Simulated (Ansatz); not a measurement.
Input and output of a self-consistent single point for Cs2LiYF6 (P1, 10 atoms in the cell) (Ansatz, an electronic-structure program).

Level of theory: PBEsol, default PAW files made with PBE (plane waves; Ansatz).

```yaml
crystal:
  lattice:
    - [0.00000, 4.48083, 4.48083]
    - [4.48083, 0.00000, 4.48083]
    - [4.48083, 4.48083, 0.00000]
  atoms:
    - { symbol: Cs, position: [0.25684, 0.26770, 0.24953] }
    - { symbol: Cs, position: [0.76184, 0.72154, 0.75650] }
    - { symbol: Li, position: [0.48338, 0.50250, 0.51100] }
    - { symbol: Y, position: [0.99920, 0.00594, 0.99490] }
    - { symbol: F, position: [0.24978, 0.23304, 0.76340] }
    - { symbol: F, position: [0.77911, 0.74847, 0.24029] }
    - { symbol: F, position: [0.74236, 0.24376, 0.24982] }
    - { symbol: F, position: [0.23688, 0.78652, 0.73286] }
    - { symbol: F, position: [0.24526, 0.73943, 0.25073] }
    - { symbol: F, position: [0.74535, 0.25110, 0.75097] }
```

Reference input (self-consistent single point, DFT, PBE0, plane waves, default PAW files made with PBE): basis.ecutwfc = 30.9 Ry; kpoints.mp_grid.grid = 3 3 3; kpoints.mp_grid.shift = 0.5 0.5 0.5; hamiltonian.xc = pbe0; hamiltonian.pseudopotentials = {kind: paw} (the program's default PAW files); scf.occupations.method = fixed. This run's input differs from it in these lines:

Ansatz 0.2 input:
```diff
@@ -23,3 +23,3 @@
 hamiltonian:
-  xc: pbe0
+  xc: pbesol
   pseudopotentials:
```

Log, with long lists cut:

```
SCF iter   1: F=—  HF=-19988.804628 eV  |F-HF|=—  |Δ(HF+E_count)|=         —  Δρ=1.19e-2  dr2=1.72e-1  ethr=1.77e-3  ⟨swp⟩=5.1  Hψ=2512  notcnv=0  defer=101
all-band conjugate gradients solve this SCF's bands
preconditioner: auto → Resta (q_TF=auto, 2.353 Å⁻¹)
SCF iter   2: F=—  HF=-19988.760181 eV  |F-HF|=—  |Δ(HF+E_count)|=   4.44e-2  Δρ=3.28e-3  dr2=8.45e-3  ethr=2.32e-4  ⟨swp⟩=2.0  Hψ=1247  notcnv=0  defer=106
   [... lines left out ...]
SCF iter   4: F=—  HF=-19988.758423 eV  |F-HF|=—  |Δ(HF+E_count)|=   1.92e-4  Δρ=1.35e-4  dr2=2.99e-5  ethr=1.09e-6  ⟨swp⟩=2.0  Hψ=1173  notcnv=0  defer=112
SCF iter   5: F=—  HF=-19988.758536 eV  |F-HF|=—  |Δ(HF+E_count)|=   1.13e-4  Δρ=1.22e-4  dr2=1.63e-5  ethr=4.04e-8  ⟨swp⟩=2.0  Hψ=1118  notcnv=0  defer=66
SCF iter   6: F=—  HF=-19988.758533 eV  |F-HF|=—  |Δ(HF+E_count)|=   3.48e-6  Δρ=1.72e-5  dr2=4.09e-7  ethr=2.20e-8  ⟨swp⟩=2.0  Hψ=1048  notcnv=0  defer=68
SCF iter   7: F=-19988.758533 eV  HF=-19988.758533 eV  |F-HF|=2.07e-8  |Δ(HF+E_count)|=   3.31e-7  Δρ=4.10e-6  dr2=4.62e-8  ethr=1.35e-10  ⟨swp⟩=13.0  Hψ=3291  notcnv=0
SCF 1 converged in 7 iterations: F = -19988.758533 eV  dr2 = 4.62e-8
Free energy (F): -19988.758533 eV
Internal energy: -19988.758533 eV  (E = F + TS)
E sigma→0 (E₀):  -19988.758533 eV
Fermi energy:    2.149474 eV
--- Forces (eV/Å), atoms counted from 1 ---
  atom   1  Cs    -0.16491443    -0.05484948    -0.23216999
  atom   2  Cs     0.23924884    -0.20443753     0.19060933
  atom   3  Li    -0.12711552     0.03420357     0.01216612
  atom   4  Y      0.23721838     0.18744142    -0.26751970
  atom   5  F      0.14527314    -0.04594642     0.37745800
  atom   6  F      0.01043514    -0.14098910    -0.24492133
  atom   7  F     -0.24934052     0.02812328     0.12375886
  atom   8  F     -0.25210773     0.15336580    -0.13842977
  atom   9  F      0.07270196    -0.28223694     0.15494248
  atom  10  F      0.08859619     0.32532425     0.02409617
--- Stress (GPa, compression-positive) ---
       -1.842052      -0.337604       0.315039
       -0.337604      -3.356490      -0.090714
        0.315039      -0.090714      -0.450686
  P = ⅓ Tr σ = -1.8831 GPa (-18.831 kbar)
  The stress holds the Pulay correction. Without it, at fixed plane waves, as pw.x and ABINIT print it: P = -2.3002 GPa
```

The run converged in 7 iterations. Against the reference run the pressure goes from -0.57 to -1.88 GPa, the largest force goes from 0.448 to 0.407 eV/Å and the gap on the mesh goes from 10.368 to 7.373 eV.

The starting cell comes from a database of computed structures (which also holds hypothetical and non-ambient phases and stackings), without a prior relaxation at this level. Its atoms were displaced at random from the sites of space group no. 225. Ansatz's pressure includes its estimate of the finite-basis (Pulay) stress. The shifted mesh does not hold Γ, so a gap read on it misses any band edge there.
